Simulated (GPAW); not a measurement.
```
AlIn(AgSe2)2
1.0
   -2.99803     2.99803     5.68633
    2.99803    -2.99803     5.68633
    2.99803     2.99803    -5.68633
Al In Ag Se
1 1 2 4
Direct
  0.25000   0.75000   0.50000
  0.00000   0.00000   0.00000
  0.75000   0.25000   0.50000
  0.50000   0.50000   0.00000
  0.60177   0.63750   0.50415
  0.36250   0.86665   0.96427
  0.13335   0.09762   0.49585
  0.90238   0.39823   0.03573
```

Method of the run: LDA (Perdew-Wang 92), GPAW PAW datasets LDA (gpaw-data 1.0.1) (plane waves; GPAW).

The set-up and first iterations of a GPAW log for AlInAg2Se4 (I-4, 8 atoms in the cell):

```
Input parameters:
  convergence: {bands: -6,
                density: 1e-05}
  kpts: [3 3 3]
  maxiter: 150
  mode: {ecut: 600.0,
         name: pw}
  nbands: -8
  occupations: {fixmagmom: False,
                name: fermi-dirac,
                width: 0.05}
  symmetry: {symmorphic: False,
             tolerance: 0.0005}

species:
  Al:
    name: Aluminium
    Z: 13.0
    valence: 3
    core: 10
    charge: 0.0
    file: Al.LDA.gz

    # Using partial waves for Al as LCAO basis

  In:
    name: Indium
    Z: 49.0
    valence: 13
    core: 36
    charge: 0.0
    file: In.LDA.gz

    # Using partial waves for In as LCAO basis

  Ag:
    name: Silver
    Z: 47.0
    valence: 17
    core: 30
    charge: 0.0
    file: Ag.LDA.gz

    # Using partial waves for Ag as LCAO basis

  Se:
    name: Selenium
    Z: 34.0
    valence: 6
    core: 28
    charge: 0.0
    file: Se.LDA.gz

    # Using partial waves for Se as LCAO basis

   [... lines left out ...]

Hamiltonian:
  XC and Coulomb potentials evaluated on a 84*84*84 grid
  External potential:
    NoExternalPotential

Number of atoms: 8
Number of atomic orbitals: 53
Number of bands in calculation: 45
Number of valence electrons: 74
Bands to converge: 39

Density initialized from atomic densities
  45 bands from LCAO basis set

Atomic positions and initial magnetic moments

Positions:
   0 Al     2.998031    0.000000    2.843166    ( 0.0000,  0.0000,  0.0000)
   1 In     0.000000    0.000000    0.000000    ( 0.0000,  0.0000,  0.0000)
   2 Ag     0.000000    2.998031    2.843166    ( 0.0000,  0.0000,  0.0000)
   3 Ag     0.000000    0.000000    5.686332    ( 0.0000,  0.0000,  0.0000)
   4 Se     1.618577    1.404338    4.180136    ( 0.0000,  0.0000,  0.0000)
   5 Se     4.402369    1.379454    1.506196    ( 0.0000,  0.0000,  0.0000)
   6 Se     1.379454    1.593693   -1.506196    ( 0.0000,  0.0000,  0.0000)
   7 Se    -1.404338    1.618577    7.192528    ( 0.0000,  0.0000,  0.0000)

Unit cell:
           periodic     x           y           z      points  spacing
  1. axis:    yes   -2.998031    2.998031    5.686332    42     0.1263
  2. axis:    yes    2.998031   -2.998031    5.686332    42     0.1263
  3. axis:    yes    2.998031    2.998031   -5.686332    42     0.1009

  Lengths:   7.093007   7.093007   7.093007
  Angles:  129.992930 129.992930  73.418068

Effective grid spacing dv^(1/3) = 0.1403
     iter     time        total  log10-change:
                         energy   eigst   dens
iter:   1 --:--:--   -36.704306   -0.07
iter:   2 --:--:--   -36.526433   -1.36  -1.30
iter:   3 --:--:--   -35.821513   -1.30  -1.33
iter:   4 --:--:--   -35.859399   -2.19  -1.62
iter:   5 --:--:--   -35.934857   -1.61  -1.72
iter:   6 --:--:--   -35.743181   -2.20  -2.06
iter:   7 --:--:--   -35.735439   -2.89  -2.26
iter:   8 --:--:--   -35.731840c  -3.91  -2.82
iter:   9 --:--:--   -35.731693c  -4.07  -3.00
iter:  10 --:--:--   -35.731225c  -4.83  -3.06
iter:  11 --:--:--   -35.731220c  -5.80  -3.43
iter:  12 --:--:--   -35.731193c  -5.49  -3.48
```

**Question.** How does the run end?

**Answer.** The run converged in 25 iterations. Its thresholds were met; that alone does not show that basis and mesh suffice. It ends on: free energy E − TS (from the program's reference atoms) -35.7316 eV; top of the valence band (on the code's own zero) 4.02 eV; gap on the k-point mesh 0.41 eV; pressure -1.63 GPa; largest force (vector length) 0.339 eV/Å. The log goes on:

```
   [... 2 lines left out ...]
iter:  15 --:--:--   -35.731176c  -6.54  -3.93
iter:  16 --:--:--   -35.731171c  -6.79  -4.21
iter:  17 --:--:--   -35.731168c  -6.72  -4.25
iter:  18 --:--:--   -35.731168c  -7.18  -4.37
iter:  19 --:--:--   -35.731168c  -7.73c -4.49
iter:  20 --:--:--   -35.731168c  -7.66c -4.57
iter:  21 --:--:--   -35.731168c  -8.09c -4.75
iter:  22 --:--:--   -35.731169c  -8.35c -4.81
iter:  23 --:--:--   -35.731169c  -8.66c -4.88
iter:  24 --:--:--   -35.731169c  -9.40c -4.95
iter:  25 --:--:--   -35.731168c  -8.02c -5.01c
Converged after 25 iterations.

Dipole moment: (-2.912356, 2.912356, -0.000000) |e|*Ang

Energy contributions relative to reference atoms: (reference = -719410.470798)

Kinetic:        +54.265247
Potential:      -52.488649
External:        +0.000000
XC:             -37.740364
Entropy (-ST):   -0.000803
Local:           +0.232999
SIC:             +0.000000
--------------------------
Free energy:    -35.731570
Extrapolated:   -35.731168

Showing only first 2 kpts
 Kpt  Band  Eigenvalues  Occupancy
  0    35      3.88037    1.99855
  0    36      4.02440    1.97455
  0    37      4.43908    0.03806
  0    38      6.51095    0.00000

  1    35      3.50234    2.00000
  1    36      3.68113    1.99997
  1    37      6.06515    0.00000
  1    38      7.07038    0.00000

Fermi level: 4.24196

Gap: 0.415 eV
Transition (v -> c):
  (s=0, k=0, n=36, [0.00, 0.00, 0.00]) -> (s=0, k=0, n=37, [0.00, 0.00, 0.00])
No difference between direct/indirect transitions
   [... lines left out ...]
  1 In    0.00000    0.00000    0.00000
  2 Ag    0.00000    0.00000    0.00000
  3 Ag    0.00000    0.00000    0.00000
  4 Se   -0.28762    0.12829    0.12449
  5 Se    0.12829    0.28762   -0.12449
  6 Se    0.28762   -0.12829    0.12449
  7 Se   -0.12829   -0.28762   -0.12449

Stress tensor:
     0.010569     0.000000    -0.000000
     0.000000     0.010569     0.000000
    -0.000000     0.000000     0.009463
Stress (GPa, Voigt): [ 1.6933  1.6933  1.5162  0.     -0.      0.    ]
```

For comparison: a first run was changed to give this one (lattice scaled by 0.98), and from it to this one the free energy drops by 31.7 meV/atom, the pressure goes from -4.58 to -1.63 GPa, the largest force goes from 0.207 to 0.339 eV/Å and the gap on the mesh goes from 0.251 to 0.415 eV.

The starting cell comes from a database of computed structures (which also holds hypothetical and non-ambient phases and stackings), without a prior relaxation at this level. For this run, on top of that: lattice scaled by 0.98.

The run was DFT LDA (Perdew-Wang 92), plane waves, GPAW PAW datasets LDA (gpaw-data 1.0.1). Main settings of its input:

- mode: pw
- ecut: 600 eV
- xc: LDA
- kpts: 3 3 3
- mesh shift (steps): 0 0 0
- occupations.name: fermi-dirac
- occupations.width: 0.05 eV
- nbands: -8
- convergence.density: 1e-05 e/electron
- convergence.bands: -6
- symmetry.symmorphic: false
- symmetry.tolerance: 0.0005
